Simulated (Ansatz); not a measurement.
**MgS: energy against strain**

MgS (rock salt, Fm-3m, 16.868 Å³/atom and stress up to 0.01 GPa in the relaxed cell) under an equal strain ε in the (001) plane with the normal axis free, as in a coherent film. LDA in Ansatz, a plane-wave DFT program (PAW, default set), 420 eV, 11×11×11 Γ-centred mesh, Fermi-Dirac smearing 0.05 eV; ions are relaxed, or left where forces stay under 0.02 eV/Å, within the symmetry of each cell.

Here s stands for strain and y for E less E0.

| strain (%) | E less E0 (meV/atom) |
|---|---|
| -1.50 | 4.63 |
| -1.00 | 2.01 |
| -0.50 | 0.49 |
| 0.00 | 0.00 |
| 0.50 | 0.48 |
| 1.00 | 1.87 |
| 1.50 | 4.12 |
| 3.00 | ? |

### Question
Fit y against s with a parabola, and predict the withheld value at s = 3.00.

### Answer
Least squares gives y = -0.002 - 0.1300·s + 1.9448·s². Residuals (row less fit): 0.061, -0.063, -0.059, 0.002, 0.061, 0.057, -0.059; standard error 0.074 (degrees of freedom: 4). The quadratic coefficient over the volume, 1.9448 meV × 10⁴ × 0.1602 / 16.868 Å³, is the biaxial elastic modulus of this plane = 185 ± 3 GPa (± standard error of the fit, which holds the terms cut off). At the withheld row, y = -0.002 - 0.1300 × 3.0 + 1.9448 × 3.0² = 17.111 meV/atom. The calculation gives 15.50 meV/atom, 1.611 meV/atom below the prediction (10.4 % of the range of y in the table). The row lies outside the fitted rows, so this is an extrapolation. From the scatter of the fitted rows alone, a prediction at this place has a standard error of 0.281 meV/atom, so the miss is 5.7 times that.

A polynomial of degree 3 through the 12 other runs of the series gives 15.43 there, so most of the miss is curvature that the fit leaves out. Rows are the converged runs of the series near zero and its far end; series whose fitted rows scatter by over a few per cent of the range, as at a crossing or softening among them, aren't shown in this form, nor equations of state whose B0' disagrees with the runs' pressures. Most that stay on the fit to the last digits aren't either.
